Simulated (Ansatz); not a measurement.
Start from NbAs (space group I4_1md, No. 109; relaxed with 0.1 eV smearing).

```
NbAs
1.0
   -1.73693     1.73693     5.87465
    1.73693    -1.73693     5.87465
    1.73693     1.73693    -5.87465
Nb As
2 2
Direct
  0.99889   0.99889   0.00000
  0.74889   0.24889   0.50000
  0.41711   0.41711   0.00000
  0.16711   0.66711   0.50000
```

Cartesian axes are those of the cell as printed.

All numbers come from PBE, PAW, 420 eV (Ansatz, a first-principles code; no spin-orbit coupling).

Strains are applied to the cell and any free atomic positions relax; under biaxial strain the out-of-plane vector relaxes too.

One change was made to it. Results:

The pressure (mean of the normal stresses, compression positive) goes from zero to 4.3 GPa; the energy increases by 15 meV/atom; the shortest interatomic distance falls by 0.023 Å, from 2.631 Å to 2.608 Å.

What was done to the base?
A) biaxial strain −2.10 %, plane normal [001], relaxed out of plane
B) biaxial strain +1.66 %, plane normal [001], relaxed out of plane
C) isotropic strain −5.83 %

A, biaxial strain −2.10 %, plane normal [001], relaxed out of plane. For comparison, the energy relative to the base in the other runs: isotropic strain −5.83 % gives +0.339 eV/atom; biaxial strain +1.66 %, plane normal [001], relaxed out of plane gives +8.9 meV/atom.

No phonon test of stability was made. All final runs are without spin polarisation.
